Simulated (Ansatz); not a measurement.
The starting structures come from a database of crystals and need not be the phases stable at ambient conditions.

Consider the following.

```yaml
crystal:
  lattice:
    - [5.81545, 0.00000, 0.00000]
    - [-1.93848, 5.48286, 0.00000]
    - [1.93848, 2.74143, 4.74829]
  atoms:
    - { symbol: Hf, position: [0.12500, 0.75000, 0.12500] }
    - { symbol: Hf, position: [0.25000, 0.62500, 0.62500] }
    - { symbol: Hf, position: [0.37500, 0.25000, 0.37500] }
    - { symbol: Hf, position: [0.75000, 0.87500, 0.87500] }
    - { symbol: Hf, position: [0.87500, 0.12500, 0.25000] }
    - { symbol: Hf, position: [0.62500, 0.37500, 0.75000] }
    - { symbol: N, position: [0.50000, 0.00000, 0.63366] }
    - { symbol: N, position: [0.00000, 0.86634, 0.50000] }
    - { symbol: N, position: [0.13366, 0.13366, 0.86634] }
    - { symbol: N, position: [0.86634, 0.50000, 0.00000] }
    - { symbol: N, position: [0.00000, 0.36634, 0.50000] }
    - { symbol: N, position: [0.50000, 0.00000, 0.13366] }
    - { symbol: N, position: [0.36634, 0.50000, 0.00000] }
    - { symbol: N, position: [0.63366, 0.63366, 0.36634] }
```

Space group of this cell: I-43d. The cell is taken as given; by LDA its mean pressure is -12.9 GPa.

Transport runs along the normal of the first two printed cell vectors, the (110) plane of the conventional cell.

The gap is the functional's own, uncorrected, and κ follows it; spin-orbit coupling is left out. Mid-gap values are interpolated between the computed energies.

Give the band gap and the smallest decay constant κ at mid-gap that LDA run with Ansatz (a first-principles code) yields.

Gap 0.92 eV on a 6×6×6 mesh; κ = 0.168 1/Å, at the zone centre.
